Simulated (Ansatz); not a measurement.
InGaZnO₄ (R3m, No. 160, 7 atoms in the cell; start mp-1215688), treated with r²SCAN (Ansatz, a program for electronic structure, PAW).

Settings: plane-wave cutoff 560 eV, 12×12×12 k mesh, Fermi–Dirac smearing 0.01 eV, scalar-relativistic PAW data made under PBE.

Cell (relaxed with PBEsol):

Space group R3m, hexagonal axes (No. 160); a = b = 3.3146 Å, c = 25.7504 Å, α = β = 90.00°, γ = 120.00°

```
atom  site  symmetry       x       y       z
----  ----  --------  ------  ------  ------
Zn      3a        3m  0.0000  0.0000  0.7813
In      3a        3m  0.0000  0.0000  0.9971
Ga      3a        3m  0.0000  0.0000  0.2129
O       3a        3m  0.0000  0.0000  0.7049
O       3a        3m  0.0000  0.0000  0.2888
O       3a        3m  0.0000  0.0000  0.8788
O       3a        3m  0.0000  0.0000  0.1363
```
(The calculation used a cell of 7 atoms; values per cell refer to that cell.)

**Question.** What does this level give for the band gap?

**Answer.** 
- band gap: 1.74 eV

Note: cell and atoms aren't relaxed at this level (largest force component 0.08 eV/Å, pressure -0.4 GPa).

Spin–orbit coupling is not included.

Computed values are for the static lattice.

A start named mp-… is a Materials Project structure, which need not be a measured phase.
